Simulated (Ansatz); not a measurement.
**Functionals side by side, with their cost (level): Bi₂Te₃ (R-3m, 5 atoms in the cell)**

```yaml
crystal:
  lattice:
    - [2.19979, 1.27005, 10.70727]
    - [-2.19979, 1.27005, 10.70727]
    - [0.00000, -2.54010, 10.70727]
  atoms:
    - { symbol: Bi, position: [0.60317, 0.60317, 0.60317] }
    - { symbol: Bi, position: [0.39683, 0.39683, 0.39683] }
    - { symbol: Te, position: [0.78319, 0.78319, 0.78319] }
    - { symbol: Te, position: [0.21681, 0.21681, 0.21681] }
    - { symbol: Te, position: [0.00000, 0.00000, 0.00000] }
```

Program: Ansatz (a program for electronic structure), default PAW files; each row names its functional.

Base settings: basis.ecutwfc = 420 eV; kpoints.mp_grid.grid = 3 3 3; hamiltonian.xc = hse06; hamiltonian.pseudopotentials = {kind: paw}, with the files named one by one; scf.occupations.method = gaussian; scf.occupations.width = 0.05 eV.

Differences are taken from HSE06, a reference of convenience: it is no measurement, and no ranking of the functionals follows.

Core times come from one kind of shared machine and are given to one figure; runs under 30 s give none.

The starting cell comes from a database of computed structures (which also holds hypothetical and non-ambient phases and stackings), without a prior relaxation at this level. Its lattice was rescaled by a random factor within 2.5 % of one. Spin-orbit coupling is off. Ansatz's pressure includes its estimate of the finite-basis (Pulay) stress.

```csv
level,gap on the mesh less reference (eV),pressure less reference (GPa),largest difference in the force on any atom (eV/Å),core time / reference (rough)
PBE,-0.429,1.51,0.324,–
PBE0,0.599,-0.05,0.031,1
HSE06,0.000,0.00,0.000,1
```

Cheapest choice that gives the gap on the mesh within 0.5 eV of HSE06: PBE, off by 0.43 eV; it ran in under 30 s, against roughly 100 s for the reference.

Keys are those of Ansatz 0.2.
